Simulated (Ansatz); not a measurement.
The reference is SiC in the zinc blende structure (space group F-43m, No. 216; a = 4.380 Å).

(Cell as relaxed with PBE.)

Levels (all Ansatz, a program for electronic structure, PAW): PBE (420 eV, without spin-orbit coupling); r2SCAN (500 eV, no SOC).

Each level relaxes its own structure.

```csv
base,PBE,r2SCAN
volume per atom,10.50 Å³,10.33 Å³
lattice parameter a,8.277 bohr,8.232 bohr
band gap,1.37 eV,1.71 eV
```

Perturbation: cell and atoms relaxed at a pressure of 22.5 GPa.

```json
[
 {"quantity": "band gap", "PBE": "1.29 eV", "r2SCAN": "…"},
 {"quantity": "hole mass (degenerate bands, along [100])", "PBE": "0.40, 0.60, 0.60 mₑ (at Γ)", "r2SCAN": "…"},
 {"quantity": "smallest direct gap", "PBE": "4.62 eV", "r2SCAN": "…"},
 {"quantity": "shift of the gap caused by the change", "PBE": "-0.09 eV", "r2SCAN": "…"}
]
```

Problem. Predict the r2SCAN column.

Solution. 
- band gap, r2SCAN: 1.65 eV
- hole mass (degenerate bands, along [100]), r2SCAN: 0.39, 0.58, 0.58 mₑ (at Γ)
- smallest direct gap, r2SCAN: 5.15 eV
- shift of the gap caused by the change, r2SCAN: -0.06 eV

PBE's band gap lies 0.366 eV below r2SCAN's; PBE's smallest direct gap lies 0.53 eV below r2SCAN's; PBE's shift of the gap caused by the change lies 0.03 eV below r2SCAN's. Neither level is exact; r2SCAN is the comparison here, not a measurement.

Load acts through the strain it causes; cell and atoms are relaxed under it. Masses are band curvatures over ±0.01 Å⁻¹ around the edge. Whether these cells are dynamically stable was not tested. No other phases were tried under pressure.
